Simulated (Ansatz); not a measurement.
**Effect of pressure −2 GPa on TiAl3**

Start from TiAl3 (space group I4/mmm, No. 139; a = 3.8242 Å, c = 8.5606 Å).

Perturbation: a negative pressure, −2 GPa.

All numbers come from r2SCAN, PAW, 500 eV (Ansatz, a first-principles code; no SOC). k-mesh 17×17×17 (Γ-centred); smearing 0.05 eV (Fermi–Dirac).

```json
[
 {"quantity": "density", "base": "3.42 g/cm³", "changed": "3.36 g/cm³", "shift": "-0.06 g/cm³"},
 {"quantity": "lattice parameter a", "base": "382.4 pm", "changed": "384.7 pm", "shift": "+2.3 pm"},
 {"quantity": "c/a ratio", "base": "2.239", "changed": "2.240", "shift": "+0.001"},
 {"quantity": "shortest interatomic distance", "base": "270.4 pm", "changed": "272.0 pm", "shift": "+1.6 pm"},
 {"quantity": "enthalpy H = E + PV relative to the base's energy", "base": "–", "changed": "-0.20 eV/atom", "shift": "–"},
 {"quantity": "band gap", "base": "zero", "changed": "zero", "shift": "–"}
]
```

Final structure:

```
TiAl3
1.0
   -1.92335     1.92335     4.30736
    1.92335    -1.92335     4.30736
    1.92335     1.92335    -4.30736
Al Ti
3 1
Cartesian
  0.00000   0.00000   4.30736
  0.00000   1.92335   2.15368
  1.92335   0.00000   2.15368
  0.00000   0.00000   0.00000
```

Load acts through the strain it causes; cell and atoms are relaxed under it. No phonon test of stability was made. All final runs are without spin polarisation.
